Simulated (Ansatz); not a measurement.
The starting structures come from a database of crystals and need not be the phases stable at ambient conditions.

 Where the default PAW files enter, the runs use the earlier of Ansatz's two default sets.

The decay constant κ of evanescent states in the gap governs leakage through a thin film.

Input:

```yaml
crystal:
  lattice:
    - [7.36518, 0.00000, 0.00000]
    - [0.00000, 8.51186, 0.00000]
    - [2.45412, 0.00000, 3.47442]
  atoms:
    - { symbol: Cu, position: [0.73302, 0.62640, 0.72465] }
    - { symbol: Cu, position: [0.23302, 0.37360, 0.72465] }
    - { symbol: Cu, position: [0.73042, 0.12392, 0.73917] }
    - { symbol: Cu, position: [0.23042, 0.87608, 0.73917] }
    - { symbol: I, position: [0.98293, 0.62483, 0.97567] }
    - { symbol: I, position: [0.48293, 0.37517, 0.97567] }
    - { symbol: I, position: [0.98072, 0.12526, 0.98762] }
    - { symbol: I, position: [0.48072, 0.87474, 0.98762] }
```

Space group of this cell: Pc. The cell is taken as given.

Transport runs along the normal of the first two printed cell vectors.

The gap is the functional's own. No spin-orbit coupling. Mid-gap values are interpolated on the energy grid.

Problem. Estimate the band gap and the smallest decay constant κ at mid-gap that Ansatz (a quantum-chemistry and plane-wave program) with r2SCAN returns for this system.

Solution. Gap 1.67 eV on a 6×4×10 mesh; κ = 0.141 1/Å, at the zone centre.
